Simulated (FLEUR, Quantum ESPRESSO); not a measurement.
A FLEUR input for a self-consistent single point of KCl (Fm-3m, 2 atoms in the cell) (DFT, PBEsol, all-electron FLAPW (FLEUR), scalar-relativistic valence):

Input of the input generator:

```
scf KCl
&input film=f /
-0.0000000000 5.9372738192 5.9372738192
5.9372738192 -0.0000000000 5.9372738192
5.9372738192 5.9372738192 -0.0000000000
1.0
1.0 1.0 1.0

2
19 0.0000000000 0.0000000000 0.0000000000
17 0.5000000000 0.5000000000 0.5000000000

&comp jspins=1 /
&exco xctyp='PBEs' /
&kpt div1=5 div2=5 div3=5 /
&end /
```

```xml
<?xml version="1.0" encoding="UTF-8" standalone="no"?>
<fleurInput fleurInputVersion="0.39">
   <comment>
      scf KCl                                                                                             
   </comment>
   <calculationSetup>
      <cutoffs Kmax="3.8" Gmax="13.3" GmaxXC="13.3" numbands="0"/>
      <scfLoop itmax="100" minDistance="0.00001" maxIterBroyd="25" imix="Anderson" alpha="0.05" precondParam="0.0" spinf="2.0"/>
      <coreElectrons ctail="T" frcor="F" kcrel="0" coretail_lmax="0"/>
      <xcFunctional name="PBEs" relativisticCorrections="F"/>
      <magnetism jspins="1"/>
      <soc l_soc="F" theta="0.0" phi="0.0" spav="F"/>
      <expertModes spex="0" secvar="F"/>
      <geometryOptimization l_f="T" forcealpha="1.0" forcemix="BFGS" epsdisp="0.00001" epsforce="0.00001"/>
      <ldaU l_linMix="F" mixParam="0.05" spinf="1.0"/>
   </calculationSetup>
   <cell>
      <bzIntegration valenceElectrons="16.0" mode="hist" fermiSmearingEnergy="0.00036749">
         <kPointListSelection listName="default-1"/>
         <!-- k-points included here -->
         <xi:include xmlns:xi="http://www.w3.org/2001/XInclude" href="kpts.xml"> </xi:include>
      </bzIntegration>
      <!-- symmetry operations included here -->
      <xi:include xmlns:xi="http://www.w3.org/2001/XInclude" href="sym.xml"> </xi:include>
      <bulkLattice scale="1.0">
         <bravaisMatrix>
            <row-1>    0.0000000000000000     5.9372738191999996     5.9372738191999996</row-1>
            <row-2>    5.9372738191999996     0.0000000000000000     5.9372738191999996</row-2>
            <row-3>    5.9372738191999996     5.9372738191999996     0.0000000000000000</row-3>
         </bravaisMatrix>
      </bulkLattice>
   </cell>
   <atomSpecies>
      <species name="Potassium (K)" element="K" atomicNumber="19">
         <mtSphere radius="2.68" gridPoints="925" logIncrement="0.013"/>
         <atomicCutoffs lmax="10" lnonsphr="8"/>
         <electronConfig flipSpins="F">
            <coreConfig>(1s1/2) (2s1/2) (2p1/2) (2p3/2)</coreConfig>
            <valenceConfig>(3s1/2) (3p1/2) (3p3/2) (4s1/2)</valenceConfig>
            <stateOccupation state="(4s1/2)" spinUp="0.5" spinDown="0.5"/>
         </electronConfig>
         <energyParameters s="4" p="4" d="3" f="4"/>
         <lo type="SCLO" l="0" n="3" eDeriv="0"/>
         <lo type="SCLO" l="1" n="3" eDeriv="0"/>
      </species>
      <species name="Chlorine (Cl)" element="Cl" atomicNumber="17">
         <mtSphere radius="2.68" gridPoints="925" logIncrement="0.013"/>
         <atomicCutoffs lmax="10" lnonsphr="8"/>
         <electronConfig flipSpins="F">
            <coreConfig>(1s1/2) (2s1/2) (2p1/2) (2p3/2)</coreConfig>
            <valenceConfig>(3s1/2) (3p1/2) (3p3/2)</valenceConfig>
            <stateOccupation state="(3p1/2)" spinUp="0.8333333333333" spinDown="0.8333333333333"/>
            <stateOccupation state="(3p3/2)" spinUp="1.6666666666667" spinDown="1.6666666666667"/>
         </electronConfig>
         <energyParameters s="3" p="3" d="3" f="4"/>
      </species>
   </atomSpecies>
   <atomGroups>
      <atomGroup species="Potassium (K)">
         <relPos label="                   1">.0000000000 .0000000000 .0000000000</relPos>
         <force calculate="T" relaxXYZ="TTT"/>
      </atomGroup>
      <atomGroup species="Chlorine (Cl)">
         <relPos label="                   2">1.000/2.000 1.000/2.000 1.000/2.000</relPos>
         <force calculate="T" relaxXYZ="TTT"/>
      </atomGroup>
   </atomGroups>
   <output dos="F" band="F" slice="F">
      <checks vchk="F" cdinf="F"/>
      <bandDOS minEnergy="-.5*Htr" maxEnergy="0.5*Htr" sigma="0.015" storeEVData="T"/>
      <vacuumDOS vacdos="F" integ="F" star="F" nstars="0" locx1="0.0" locy1="0.0" locx2="0.0" locy2="0.0" nstm="0" tworkf="0.0"/>
      <unfoldingBand unfoldBand="F" supercellX="1" supercellY="1" supercellZ="1"/>
      <plotting iplot="0" polar="F">
         <plot TwoD="T" vec1="  1.0  0.0  0.0" vec2="  0.0  1.0  0.0" vec3="  0.0  0.0  1.0" zero="  0.0  0.0  0.0" file="plot"/>
      </plotting>
      <chargeDensitySlicing numkpt="0" minEigenval="0.0" maxEigenval="0.0" nnne="0" pallst="F"/>
      <specialOutput eonly="F"/>
      <magneticCircularDichroism mcd="F" energyLo="-10.0" energyUp="0.0"/>
   </output>
  <!-- We include the file relax.xml here to enable relaxations (see documentation) -->
  <xi:include xmlns:xi="http://www.w3.org/2001/XInclude" href="relax.xml"> <xi:fallback/> </xi:include>
</fleurInput>
```

Problem. Translate this input to Quantum ESPRESSO.

Solution. This is the input that was run; spellings and numerical settings could be chosen otherwise.

```fortran
&CONTROL
  calculation = 'scf',
  prefix = 'kcl',
  outdir = './work',
  pseudo_dir = './',
  tprnfor = .true.,
  tstress = .true.,
/
&SYSTEM
  ibrav = 0,
  celldm(1) = 8.3965731586,
  nat = 2,
  ntyp = 2,
  ecutwfc = 40,
  ecutrho = 200,
  occupations = 'smearing',
  smearing = 'fermi-dirac',
  degauss = 0.000734986,
/
&ELECTRONS
  conv_thr = 1.0e-11,
  mixing_beta = 0.7,
/
ATOMIC_SPECIES
K     39.0983  k_pbesol_v1.4.uspp.F.UPF
Cl    35.4500  cl_pbesol_v1.4.uspp.F.UPF
ATOMIC_POSITIONS {crystal}
K     0.0000000000    0.0000000000    0.0000000000
Cl    0.5000000000    0.5000000000    0.5000000000
K_POINTS {automatic}
5 5 5  0 0 0
CELL_PARAMETERS {alat}
   0.0000000000     0.7071067812     0.7071067812
   0.7071067812     0.0000000000     0.7071067812
   0.7071067812     0.7071067812     0.0000000000
```

Basis settings and potentials, where a program has them, do not carry over. This input uses DFT, PBEsol, plane waves, GBRV 1.5 ultrasoft (PBESOL) pseudopotentials. Both were run: gap on the mesh 5.195 eV in FLEUR and 5.040 in Quantum ESPRESSO.

On FLEUR: the starting cell comes from a database of computed structures (which also holds hypothetical and non-ambient phases and stackings), without a prior relaxation at this level. Values depend on the basis (sphere radii, cutoffs, local orbitals), which need not be converged.

On Quantum ESPRESSO: the starting cell comes from a database of computed structures (which also holds hypothetical and non-ambient phases and stackings), without a prior relaxation at this level.
